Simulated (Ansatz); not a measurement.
## Cu3N: x(P) = 0.333, 12 atoms, P4/mmm

Consider Cu3N (space group Pm-3m, No. 221; a = 3.765 Å).

The other end (x = 1) is Cu₃P in the anti-ReO3 type structure (space group Pm-3m, No. 221; a hypothetical phase, not in the database extracts checked): 20.12 Å³/atom, gap 0.39 eV; this end may not be an ambient phase.

Modification: a fraction x = 0.333 of the N sites is given to P, ordered in a cell of 12 atoms (starting symmetry P4/mmm) and fully relaxed.

Method: Kohn–Sham DFT with the PBEsol functional, run in Ansatz (an electronic-structure program) with PAW and 420 eV plane waves, no SOC. Γ-centred 12×12×4 mesh, Fermi–Dirac width 0.05 eV, for the changed cell.

The volume per atom increases by 2.31 Å³, from 13.34 Å³ to 15.65 Å³ and the shortest interatomic distance shrinks by 4.46 pm to 183.8 pm. The band gap changes from zero to 0.07 eV (uncertain: the Fermi level lies in a band; the changed cell) and the mixing energy is +0.12 eV/atom (to 0.01 eV only: unlike meshes or grids) (against an end that may be hypothetical). The deviation of the volume from the linear (Vegard-type) interpolation comes out as +0.3 % and the mean first-shell distances comes out as N–Cu 1.950 Å (end compound 1.882 Å), P–Cu 2.057 Å (end compound 2.159 Å).

Final structure:

```
CELL_PARAMETERS angstrom
      4.00505     0.00000     0.00000
      0.00000     4.00505     0.00000
      0.00000     0.00000    11.71116
ATOMIC_POSITIONS crystal
  P  0.00000 0.00000 0.00000
  N  0.00000 0.00000 0.34307
  N  0.00000 0.00000 0.65693
  Cu 0.50000 0.00000 0.00000
  Cu 0.50000 0.00000 0.34258
  Cu 0.50000 0.00000 0.65742
  Cu 0.00000 0.00000 0.18495
  Cu 0.00000 0.00000 0.50000
  Cu 0.00000 0.00000 0.81505
  Cu 0.00000 0.50000 0.00000
  Cu 0.00000 0.50000 0.34258
  Cu 0.00000 0.50000 0.65742
```

These are small ordered cells, not random alloys; other orderings at the same x differ. Stability against distortions was not tested. The final runs are not spin-polarised. Gaps under 0.05 eV, about the width of the smearing, are given as zero. The zero or small gap of Cu9PN2 and Cu3N can change with the level of theory.
